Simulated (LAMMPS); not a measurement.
LAMMPS 22 Jul 2025, classical MD, Buckingham with full ionic charges: MgO, 110592 atoms.

```text
units metal
atom_style charge
read_data unit.data
replicate 24 24 24
pair_style buck/coul/long 10.0
pair_coeff 1 1 0.0 1.0 0.0
pair_coeff 1 2 1428.5 0.2945 0.0
pair_coeff 2 2 22764.0 0.149 27.88
kspace_style pppm 0.0001
velocity all create 2400 4928 dist gaussian loop geom
fix 1 all nve
fix 2 all langevin 1200 1200 0.04 9876 zero yes
timestep 0.001
thermo 100
run 300
reset_timestep 0
write_restart start.rst
```

```text
read_restart start.rst
pair_style buck/coul/long 10.0
pair_coeff 1 1 0.0 1.0 0.0
pair_coeff 1 2 1428.5 0.2945 0.0
pair_coeff 2 2 22764.0 0.149 27.88
kspace_style pppm 0.0001
neighbor 2.0 bin
neigh_modify every 1 delay 0 check no
fix 1 all nve
timestep 0.001
thermo_style custom step temp pe etotal press
thermo_modify format float %.10g
thermo 100
group probe id 1:48
dump probe probe custom 1000000 forces.txt id fx fy fz
dump_modify probe sort id format float %.8g
run 150
```

```bash
# ahead of the timed run: OMP_NUM_THREADS=1 mpirun -np 48 lmp -in in.warm -log none -nocite
OMP_NUM_THREADS=1 mpirun -np 32 lmp -in in.lmp -log log.lammps -nocite
```

It runs on a single node (Arm Neoverse V2, 96 cores on 1 socket, no SMT, 1 L3 cache group).

On 32 ranks this takes 7.8 s. Times are wall-clock medians of two to five runs, from launch to exit, with nothing else on the machine. Unless noted, each process is bound to its own block of adjacent cores. The build: PyPI wheel: MPICH, OPENMP and OPT packages; another build can shift the numbers. Scratch files lie in a memory file system. A preparatory run goes ahead and isn't timed.

**Question.** What should be changed to get the same answer (within 1.0 meV/atom in energy, 10 meV/Å in forces on 48 atoms, 0.20 meV an atom in drift of the total energy) sooner? Keep to 32 cores.

**Answer.** Several could match; the one computed here: going from neigh_modify = every 1 delay 0 check no to neigh_modify = every 10 delay 0 check yes, one of the fastest of the measured ones that keep the result.

```diff
-neigh_modify every 1 delay 0 check no
+neigh_modify every 10 delay 0 check yes
```

Time: 7.8 s to 3.9 s (2.0× as fast). List entries an atom go from 380 to 380, Neigh from 3.7 to 0 s and Pair from 2.8 to 2.7 s. Neighbour list builds go from 150 to 0. These two results differ by: energy equal as printed, forces on 48 atoms equal as printed, drift of the total energy equal as printed. Others tried: neigh_modify = every 1 delay 0 check yes (3.9 s); neigh_modify = every 1 delay 10 check yes (3.9 s).
